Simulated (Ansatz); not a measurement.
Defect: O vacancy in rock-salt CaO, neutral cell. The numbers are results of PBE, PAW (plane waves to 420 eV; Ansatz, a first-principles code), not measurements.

Cell of 64 host sites held at the relaxed PBE lattice; the Γ point alone; Fermi-Dirac width 0.01 eV, spin-restricted; finite-size errors left in. Static, classical nuclei. The charge state is imposed; whether it is stable for some Fermi level was not computed. Forms of the defect that were not tried may lie lower.

Barriers: single points on a 2×2×2 k-point mesh shifted by half a step at the bands' geometries (they differ from the bands' own by up to 0.44 eV, and are uncertain by about as much).

Relaxed starting cell (atoms counted from 1):

```xyz
63
Lattice="9.6625 0.0000 0.0000 0.0000 9.6625 0.0000 0.0000 0.0000 9.6625" Properties=species:S:1:pos:R:3 pbc="T T T"
Ca    -0.0672    -0.0002     0.0037
Ca    -0.0203    -0.0002     4.8349
Ca    -0.0203     4.8311     0.0037
Ca    -0.0106     4.8310     4.8350
Ca     4.8885     0.0000     0.0034
Ca     4.8413    -0.0002     4.8348
Ca     4.8414     4.8311     0.0035
Ca     4.8316     4.8311     4.8347
O      2.4106     0.0000     4.8347
O      2.4106     4.8313     0.0035
O      2.4106     4.8312     4.8347
O      7.2419    -0.0001     0.0036
O      7.2419    -0.0001     4.8349
O      7.2419     4.8312     0.0035
O      7.2418     4.8312     4.8348
Ca    -0.0003     2.4105     2.4144
Ca    -0.0002     2.4103     7.2556
Ca    -0.0002     7.2515     2.4145
Ca    -0.0001     7.2515     7.2555
Ca     4.8211     2.4105     2.4142
Ca     4.8213     2.4105     7.2554
Ca     4.8211     7.2518     2.4141
Ca     4.8213     7.2516     7.2554
O      2.4107     2.4231     2.4266
O      2.4106     2.4232     7.2428
O      2.4108     7.2393     2.4266
O      2.4107     7.2393     7.2427
O      7.2419     2.4157     2.4193
O      7.2418     2.4157     7.2503
O      7.2420     7.2467     2.4192
O      7.2420     7.2466     7.2502
Ca     2.4105    -0.0001     2.4814
Ca     2.4105    -0.0002     7.1883
Ca     2.4105     4.8311     2.4346
Ca     2.4105     4.8311     7.2352
Ca     7.2418    -0.0001     2.4345
Ca     7.2419    -0.0003     7.2351
Ca     7.2416     4.8311     2.4248
Ca     7.2418     4.8310     7.2449
O     -0.0124     0.0000     2.4268
O     -0.0124     0.0000     7.2428
O     -0.0051     4.8312     2.4192
O     -0.0052     4.8312     7.2501
O      4.8338     0.0000     2.4268
O      4.8339     0.0000     7.2429
O      4.8264     4.8313     2.4194
O      4.8263     4.8313     7.2503
Ca     2.4105     2.4777     0.0036
Ca     2.4105     2.4307     4.8349
Ca     2.4106     7.1846     0.0035
Ca     2.4105     7.2315     4.8348
Ca     7.2418     2.4308     0.0037
Ca     7.2417     2.4210     4.8349
Ca     7.2419     7.2314     0.0036
Ca     7.2417     7.2411     4.8348
O     -0.0125     2.4232     0.0034
O     -0.0052     2.4157     4.8347
O     -0.0124     7.2392     0.0034
O     -0.0051     7.2466     4.8346
O      4.8338     2.4232     0.0036
O      4.8263     2.4158     4.8349
O      4.8339     7.2394     0.0035
O      4.8265     7.2467     4.8348
```

End state 1 differs by these moves (Å; atoms that move under 0.08 Å are left out):

```tsv
atom	element	Δx	Δy	Δz
27	O	0.00	2.43	2.43
33	Ca	0.00	0.06	0.06
50	Ca	0.00	0.06	0.06
```

**Question.** Give the forward and backward barriers to end state 1 at the level PBE, PAW.

**Answer.** forward 3.30 eV, backward 3.30 eV; at the saddle point atom 27 has neighbours 2 Ca at 2.05, 2 Ca at 2.40 Å. The saddle point's order was not checked, and it lies on a symmetry element of the cell, where a band can be held.
